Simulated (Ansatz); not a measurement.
GaP under load (space group P6_3mc), r2SCAN with spin-orbit coupling, rigid bands run with Ansatz (a first-principles code). Condition of this run: biaxial stress in the c plane of -2.8 GPa (compression positive) (the target of the relaxation). Band gap 1.47 eV, N_c = 3.57e18 cm⁻³ and N_v = 1.66e19 cm⁻³ at 300 K, conductivity masses along y (a = (3.89, 0.00, 0.00) Å; b = (-1.94, 3.37, 0.00) Å; c = (0.00, 0.00, 6.28) Å) of 0.135 mₑ (electrons) and 0.685 mₑ (holes). Take k_BT = 0.02585 eV.

### Question
A film of it is 5 nm thick, with its normal along the direction named. Estimate the confinement energies in an infinite well.

### Answer
ħ²π²/(2m t²) = 0.376 eV·nm²/(m/mₑ × t²) gives 111 meV for electrons and 22.0 meV for holes, so the gap would widen to about 1.60 eV. Finite barriers and nonparabolic bands lower this, and with several valleys or bands the heaviest mass along the normal sets the lowest level, not this average.

### Question
Find the intrinsic carrier density and the intrinsic Fermi level.

### Answer
n_i = √(N_c N_v) exp(−E_g/2k_BT) = 7.70e18 × exp(−28.43) = 3.5e6 cm⁻³. The level lies (k_BT/2) ln(N_v/N_c) = 20 meV from mid-gap (positive towards the conduction band). Each 0.1 eV added to the gap lowers n_i by a factor of 6.9.

### Question
What built-in voltage has an abrupt junction with N_A = 1e17 and N_D = 1e17 cm⁻³, all dopants ionised?

### Answer
V_bi = E_g/e − (k_BT/e) ln(N_c N_v/(N_A N_D)) = 1.47 − 0.02585 × 8.69 = 1.25 V, for the computed gap.

Rigid bands with the computed gap; masses take one relaxation time for all states. Geometry: cell and atoms relaxed with PBEsol.
